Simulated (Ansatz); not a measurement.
Base system: SrTe in the rock salt structure (space group Fm-3m, No. 225; a = 6.6067 Å).

Level of theory: Ansatz (a program for electronic structure) PBEsol, spin-orbit coupling left out.

Before the change:

| Quantity | Result |
|---|---|
| Gap character | indirect, Γ → X |
| Band gap | 1.57 eV |
| Smallest direct gap | 2.33 eV |
| Electron mass | 1.3 mₑ along k, 0.24 mₑ across (at X) |

Modification: an isotropic linear strain of +2.50 %; the atoms relax in the strained cell.

**Question.** Estimate the effect on the gap character, band gap, smallest direct gap and electron mass.

**Answer.** The gap character remains indirect, Γ → X; the band gap goes up by 0.19 eV, from 1.57 eV to 1.76 eV; the smallest direct gap goes up by 0.135 eV, from 2.33 eV to 2.47 eV; the electron mass becomes 1.3 mₑ along k, 0.26 mₑ across (at X) (base: 1.3 mₑ along k, 0.24 mₑ across (at X)).

With Te present, leaving out spin-orbit coupling can change the band edges. Masses are band curvatures over ±0.01 Å⁻¹ around the edge. Along k means along the line from Γ to the band edge. No phonon test of stability was made.
